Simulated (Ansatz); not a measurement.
Given:

```xyz
2
Lattice="0.0000 3.3140 3.3140 3.3140 0.0000 3.3140 3.3140 3.3140 0.0000" Properties=species:S:1:pos:R:3 pbc="T T T"
Ag     0.0000     0.0000     0.0000
I      1.6570     1.6570     1.6570
```

No spin polarisation.

Hole doping at 5.0×10^20 cm⁻³ (0.0364 per cell), with a uniform compensating background at fixed cell and a 300 K Fermi–Dirac width.

Level of theory: Kohn–Sham DFT with the PBE functional, run in Ansatz (a quantum-chemistry and plane-wave program) with PAW and 420 eV plane waves, no SOC. k-mesh 20×20×20 (Γ-centred); smearing 0.0259 eV (Fermi–Dirac).

**Question.** Estimate the gap between the host's bands.

**Answer.** 1.37 eV.

**Question.** Predict the gap character.

**Answer.** Direct at Γ.

**Question.** Predict the Fermi level relative to the doped band's edge (positive inside the band; to 0.05 eV).

**Answer.** +0.10 eV.

Charged cell with a jellium background: band edges are those of the host's band count, energies are not comparable with the neutral cell, and many-body gap narrowing is missing. Spin-orbit coupling, missing from the scalar runs, can matter with I. Whether these cells are dynamically stable was not tested. The cell was made from AgI in the zinc blende structure (space group F-43m, No. 216) by this change: holes 5.0×10^20 cm⁻³.
